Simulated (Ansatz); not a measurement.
# CaO: response to strain

Take CaO in the rock salt structure (space group Fm-3m, No. 225) as the base.

```yaml
crystal:
  lattice:
    - [0.00000, 2.38356, 2.38356]
    - [2.38356, 0.00000, 2.38356]
    - [2.38356, 2.38356, 0.00000]
  atoms:
    - { symbol: Ca, position: [0.00000, 0.00000, 0.00000] }
    - { symbol: O, position: [0.50000, 0.50000, 0.50000] }
```

Cartesian axes are those of the cell as printed.

Strains are applied to the cell and any free atomic positions relax.

Method: PBEsol/PAW in Ansatz (a first-principles code), no spin-orbit coupling.

Notes on the quantities. energy relative to the base: free energy F; pressure: mean of the normal stresses, compression positive.

```json
[
 {"change": "base", "energy relative to the base": "0 meV/atom", "band gap": "3.54 eV", "smallest direct gap": "3.92 eV", "pressure": "0.00 GPa"},
 {"change": "tensor shear ε_xy = +0.57 %", "energy relative to the base": "+0.4 meV/atom", "band gap": "3.52 eV", "smallest direct gap": "3.89 eV", "pressure": "0.00 GPa"},
 {"change": "tensor shear ε_xy = +0.86 %", "energy relative to the base": "___", "band gap": "3.51 eV", "smallest direct gap": "3.87 eV", "pressure": "0.00 GPa"},
 {"change": "tensor shear ε_xy = +0.29 %", "energy relative to the base": "+0.1 meV/atom", "band gap": "3.53 eV", "smallest direct gap": "___", "pressure": "0.00 GPa"},
 {"change": "tensor shear ε_xy = +1.14 %", "energy relative to the base": "+1.7 meV/atom", "band gap": "3.50 eV", "smallest direct gap": "3.86 eV", "pressure": "0.00 GPa"},
 {"change": "tensor shear ε_xy = +1.43 %", "energy relative to the base": "+2.7 meV/atom", "band gap": "___", "smallest direct gap": "3.84 eV", "pressure": "-0.01 GPa"},
 {"change": "tensor shear ε_xy = +1.71 %", "energy relative to the base": "+3.8 meV/atom", "band gap": "___", "smallest direct gap": "3.83 eV", "pressure": "-0.01 GPa"},
 {"change": "tensor shear ε_xy = +2.00 %", "energy relative to the base": "+5.2 meV/atom", "band gap": "3.46 eV", "smallest direct gap": "3.81 eV", "pressure": "-0.01 GPa"}
]
```

### Question
Complete the table.

### Answer

- tensor shear ε_xy = +0.86 %, energy relative to the base: +1.0 meV/atom
- tensor shear ε_xy = +0.29 %, smallest direct gap: 3.90 eV
- tensor shear ε_xy = +1.43 %, band gap: 3.49 eV
- tensor shear ε_xy = +1.71 %, band gap: 3.48 eV

Whether these cells are dynamically stable was not tested.
